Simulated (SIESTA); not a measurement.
Refining one setting for SrMg6Zn (Amm2, 8 atoms in the cell)

```xyz
8
Lattice="5.0532 0.0000 0.0000 0.0000 3.3338 5.7620 0.0000 -3.3338 5.7620" Properties=species:S:1:pos:R:3 pbc="T T T"
Sr     2.5266     0.0000     7.7720
Mg     0.0000    -1.7982     6.5925
Mg     0.0000     1.7982     6.5925
Mg     0.0000     0.0000     3.8119
Mg     2.5266    -1.7343     4.8498
Mg     2.5266     1.7343     4.8498
Mg     2.5266     0.0000     1.8725
Zn     0.0000     0.0000     9.7545
```

Computed with GGA PBEsol, numerical atomic orbitals DZP, PseudoDojo PBEsol standard norm-conserving potentials (rewritten from UPF to PSML) (SIESTA).

The starting cell comes from a database of computed structures (which also holds hypothetical and non-ambient phases and stackings), without a prior relaxation at this level. Its lattice was rescaled by a random factor within 2.5 % of one. Values carry the incompleteness of an atom-centred basis.

Held fixed: XC.functional = GGA; XC.authors = PBEsol; potentials = PseudoDojo PBEsol standard; PAO.BasisSize = DZP; PAO.EnergyShift = 0.01 Ry; kgrid.MonkhorstPack = 5 4 4; OccupationFunction = MP; OccupationMPOrder = 1; ElectronicTemperature = 0.2 eV; MaxSCFIterations = 150; SCF.Mixer.Method = Pulay; SCF.Mixer.Weight = 0.25; SCF.Mixer.History = 6; SCF.DM.Tolerance = 1.0E-05.

ΔF is the free energy per atom less that of the last row (800 Ry).

```json
[
 {"MeshCutoff": "320 Ry", "ΔF (meV/atom)": "-8.1", "pressure (GPa)": "2.10", "largest force (eV/Å)": "0.388"},
 {"MeshCutoff": "360 Ry", "ΔF (meV/atom)": "-4.5", "pressure (GPa)": "2.05", "largest force (eV/Å)": "0.392"},
 {"MeshCutoff": "400 Ry", "ΔF (meV/atom)": "-4.0", "pressure (GPa)": "2.04", "largest force (eV/Å)": "0.384"},
 {"MeshCutoff": "460 Ry", "ΔF (meV/atom)": "-1.95", "pressure (GPa)": "2.02", "largest force (eV/Å)": "0.384"},
 {"MeshCutoff": "520 Ry", "ΔF (meV/atom)": "-1.95", "pressure (GPa)": "2.02", "largest force (eV/Å)": "0.384"},
 {"MeshCutoff": "600 Ry", "ΔF (meV/atom)": "-0.63", "pressure (GPa)": "2.01", "largest force (eV/Å)": "0.384"},
 {"MeshCutoff": "700 Ry", "ΔF (meV/atom)": "-0.15", "pressure (GPa)": "2.00", "largest force (eV/Å)": "0.392"},
 {"MeshCutoff": "800 Ry", "ΔF (meV/atom)": "0.00", "pressure (GPa)": "2.01", "largest force (eV/Å)": "0.386"}
]
```

Largest force within 0.02 eV/Å of the last row: from MeshCutoff = 320 Ry on, the coarsest one. The value it settles on is 0.386 eV/Å at this level of theory and with the other settings as held.

Left out of this page: 4 runs of the series unsound by tests on forces, stress, charge or solver warnings.
